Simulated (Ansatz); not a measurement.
The starting structures come from a database of crystals and need not be the phases stable at ambient conditions.

By PBEsol, the system below comes out a metal.

A figure of merit of an interconnect metal is its ballistic conductance per area.

Here is the system:

```yaml
crystal:
  lattice:
    - [2.67636, 0.00000, 0.00000]
    - [0.00000, 4.33992, 0.00000]
    - [1.33818, 0.00000, 2.31780]
  atoms:
    - { symbol: Rh, position: [0.66667, 0.25000, 0.66667] }
    - { symbol: Rh, position: [0.33333, 0.75000, 0.33333] }
```

Space group of this cell: P6_3/mmc, hcp (Mg type). The cell is strained (all lengths scaled by 0.98); by PBEsol its mean pressure is 2.0 GPa.

The current flows along the normal of the first two printed cell vectors, the (100) plane of the conventional cell. No spin-orbit coupling; the value is a mean over 0.1 eV about the Fermi level.

Task: Give the ballistic conductance per area that PBEsol in Ansatz (a program for electronic structure) yields.

Result: 1.7 × 10¹⁵ S/m² for both spins.
